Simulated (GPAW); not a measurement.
Worked example: self-consistent single point of NaSrMg6 (Amm2, 8 atoms in the cell) in GPAW.

Method of the run: LDA (Perdew-Wang 92), GPAW PAW datasets LDA (gpaw-data 1.0.1) (plane waves; GPAW).

```yaml
crystal:
  lattice:
    - [5.40692, 0.00000, 0.00000]
    - [0.00000, 3.42421, 5.98393]
    - [0.00000, -3.42421, 5.98393]
  atoms:
    - { symbol: Na, position: [0.00000, 0.83961, 0.83961] }
    - { symbol: Sr, position: [0.50000, 0.66615, 0.66615] }
    - { symbol: Mg, position: [0.00000, 0.31924, 0.83984] }
    - { symbol: Mg, position: [0.00000, 0.83984, 0.31924] }
    - { symbol: Mg, position: [0.00000, 0.33245, 0.33245] }
    - { symbol: Mg, position: [0.50000, 0.16949, 0.66989] }
    - { symbol: Mg, position: [0.50000, 0.66989, 0.16949] }
    - { symbol: Mg, position: [0.50000, 0.16335, 0.16335] }
```

Reference input (self-consistent single point, DFT PBEsol, plane waves, GPAW PAW datasets PBEsol (made by gpaw-setup)): mode = pw; ecut = 800 eV; xc = PBEsol; kpts = 4 3 3; mesh shift (steps) = 0 0 0; occupations.name = methfessel-paxton; occupations.width = 0.05 eV; occupations.order = 0; nbands = -16; symmetry.symmorphic = false; symmetry.tolerance = 0.0005; maxiter = 150. This run's input differs from it in these lines:

```diff
@@ -19,3 +19,3 @@
 calc = GPAW(mode=PW(800),
-            xc='PBEsol',
+            xc='LDA',
             kpts={'size': (4, 3, 3), 'gamma': True},
```

Its files differ too (potentials: GPAW PAW datasets LDA (gpaw-data 1.0.1)).

The program printed (abridged):

```
     iter     time        total  log10-change:
                         energy   eigst   dens
iter:   1 --:--:--   -13.922563
iter:   2 --:--:--   -14.137143   -0.52  -1.56
iter:   3 --:--:--   -14.108253   -1.57  -1.58
iter:   4 --:--:--   -14.070617   -2.11  -1.66
iter:   5 --:--:--   -14.062006   -3.01  -1.99
iter:   6 --:--:--   -14.042200c  -3.29  -2.17
iter:   7 --:--:--   -14.036996c  -4.38  -2.74
iter:   8 --:--:--   -14.035327c  -4.43  -2.91
iter:   9 --:--:--   -14.035223c  -5.42  -3.30
iter:  10 --:--:--   -14.035232c  -6.01  -3.58
iter:  11 --:--:--   -14.035232c  -6.97  -3.72
iter:  12 --:--:--   -14.035237c  -6.93  -3.75
iter:  13 --:--:--   -14.035246c  -6.88  -3.80
iter:  14 --:--:--   -14.035247c  -7.38  -4.09c
iter:  15 --:--:--   -14.035242c  -7.87c -4.17c
Converged after 15 iterations.

Dipole moment: (-0.000000, -0.000000, -0.505952) |e|*Ang

Energy contributions relative to reference atoms: (reference = -123358.823708)

Kinetic:        -15.767232
Potential:      +24.162280
External:        +0.000000
XC:             -21.693581
Entropy (-ST):   -0.007545
Local:           -0.732937
SIC:             +0.000000
--------------------------
Free energy:    -14.039015
Extrapolated:   -14.035242

Showing only first 2 kpts
 Kpt  Band  Eigenvalues  Occupancy
  0    36      1.64579    2.00000
  0    37      2.05918    2.00000
  0    38      2.26997    2.00000
  0    39      2.61255    2.00000

  1    36      2.53845    2.00000
  1    37      2.60681    2.00000
  1    38      2.83548    1.97550
  1    39      3.38744    0.00000

Fermi level: 2.91500

No gap
   [... lines left out ...]
  2 Mg    0.00000   -0.00444   -0.02663
  3 Mg    0.00000    0.00444   -0.02663
  4 Mg    0.00000    0.00000   -0.01865
  5 Mg    0.00000   -0.02623    0.05594
  6 Mg    0.00000    0.02623    0.05594
  7 Mg    0.00000    0.00000   -0.07521

Stress tensor:
     0.008949     0.000000     0.000000
     0.000000     0.013174     0.000000
     0.000000     0.000000     0.011212
Stress (GPa, Voigt): [1.4339 2.1107 1.7964 0.     0.     0.    ]
```

The run converged in 15 iterations. GPAW prints stress with tension positive. Against the reference run the pressure goes from -0.70 to -1.78 GPa and the largest force goes from 0.066 to 0.075 eV/Å.

The starting cell comes from a database of computed structures (which also holds hypothetical and non-ambient phases and stackings), without a prior relaxation at this level.

Cost on one core of a shared machine: roughly 80 s.
